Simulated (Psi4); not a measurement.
Psi4 1.11, PBE0/def2-svpd: V(NH)(Cl)(NH2)2 ([NH]=[V]([NH2])([NH2])[Cl]), 10 atoms. The geometry is a generated start, not checked to be a minimum at this level.

```json
{
  "task": "energy",
  "method": "pbe0",
  "basis": "def2-svpd",
  "memory": "3 GB",
  "maxiter": "100",
  "keys_of_the_molecule_block": "symmetry c1",
  "scf_type": "df (default)",
  "e_convergence": "1e-06 (default)",
  "d_convergence": "1e-06 (default)",
  "dft_radial_points": "75 (default)",
  "dft_spherical_points": "302 (default)",
  "basis_functions": "161",
  "grid_points": "216251"
}
```

```xyz
10

V      0.4441    -0.0033    -0.0114
N      0.4946    -0.8985    -1.3234
H      0.6266    -1.4702    -2.1559
Cl     2.3096     0.4824     0.6867
N     -0.4513     1.4358    -0.4700
H     -0.6336     2.1244     0.2630
H     -0.8669     1.7559    -1.3422
N     -0.4412    -0.9665     1.1629
H     -0.8020    -1.9150     1.1300
H     -0.6800    -0.5450     2.0603
```

Charge 0 and multiplicity 1 are set for this test and not shown to be the ground state.

With the defaults (damping_percentage = 0, diis = true, scf_initial_accelerator = adiis, diis_max_vecs = 10, guess = auto, which took SAD, soscf = false, soscf_start_convergence = 0.01, level_shift = 0, level_shift_cutoff = 0.01) it converges in 12 SCF iterations. One run each on 2 threads, with these changes:
- guess = sap
- diis_max_vecs = 3
- soscf = true
- soscf = true, soscf_start_convergence = 0.001
- guess = sadno
- level_shift = 0.5, level_shift_cutoff = 0.001
- damping_percentage = 60, diis = false, scf_initial_accelerator = none
- damping_percentage = 60
- diis_max_vecs = 20

**Question.** Name the settings that don't reach the solution of the defaults.

**Answer.** No convergence: damping_percentage = 60; damping_percentage = 60, diis = false, scf_initial_accelerator = none (the run ends without SCF convergence in 100 iterations). The rest reach the solution of the defaults.

```
setting                                                                SCF iterations  JK calls             end
---------------------------------------------------------------------  --------------  --------  --------------
soscf = true, soscf_start_convergence = 0.001                                       9        20   same solution
guess = sadno                                                                      11        11   same solution
level_shift = 0.5, level_shift_cutoff = 0.001                                      11        12   same solution
the defaults                                                                       12        13   same solution
diis_max_vecs = 20                                                                 12        13   same solution
diis_max_vecs = 3                                                                  15        16   same solution
guess = sap                                                                        15        15   same solution
soscf = true                                                                       15        61   same solution
damping_percentage = 60                                                           100       101  no convergence
damping_percentage = 60, diis = false, scf_initial_accelerator = none             100       101  no convergence
```

An SOSCF iteration holds several JK calls; a Hückel guess adds calls on atoms.
